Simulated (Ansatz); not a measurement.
Input:

```xyz
2
Lattice="0.0000 2.8919 2.8919 2.8919 0.0000 2.8919 2.8919 2.8919 0.0000" Properties=species:S:1:pos:R:3 pbc="T T T"
Se     4.3378     4.3378     4.3378
Cd     0.0000     0.0000     0.0000
```

No spin polarisation.

Computed with PBE (Ansatz, an electronic-structure program, PAW, scalar-relativistic without spin-orbit coupling), earlier PAW set. Γ-centred 9×9×9 mesh, Fermi–Dirac width 0.05 eV.

Question: Estimate the band gap.

Answer: 0.91 eV.

Question: What is the computed hole mass (degenerate bands, along [100])?

Answer: 0.083, 0.54, 0.54 mₑ (at Γ).

Question: What width of the top valence band does the calculation give?

Answer: 2.84 eV.

Load acts through the strain it causes; cell and atoms are relaxed under it. Masses are band curvatures over ±0.01 Å⁻¹ around the edge. Stability against distortions was not tested. Tetrahedral semiconductors of this kind turn to denser phases somewhere between about 1 and 50 GPa; those were not computed, so compressed cells here can lie past the real transition. The cell was made from CdSe in the zinc blende structure (space group F-43m, No. 216) by this change: pressure 15 GPa.
